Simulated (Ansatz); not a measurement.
Start from SnS₂ in the CdI2 type structure (space group P-3m1, No. 164; a = 3.6260 Å, c = 5.5735 Å; layered, stacked along the Cartesian z axis).

Computed with Ansatz (a first-principles code) PBEsol-D3(BJ), scalar-relativistic without spin-orbit coupling, earlier PAW set.

Base values:

```
Property               Value
-------------------  -------
Lattice parameter a  3.626 Å
c/a ratio              1.537
```

Now apply this change: cell and atoms relaxed at a pressure of 5 GPa.

Task: Estimate the effect on the lattice parameter a and c/a ratio.

Result: The lattice parameter a falls by 0.050 Å (3.626 Å → 3.576 Å); the c/a ratio drops by 0.072, from 1.537 to 1.465.

Load acts through the strain it causes; cell and atoms are relaxed under it. Stability against distortions was not tested. Competing high-pressure phases were not computed.
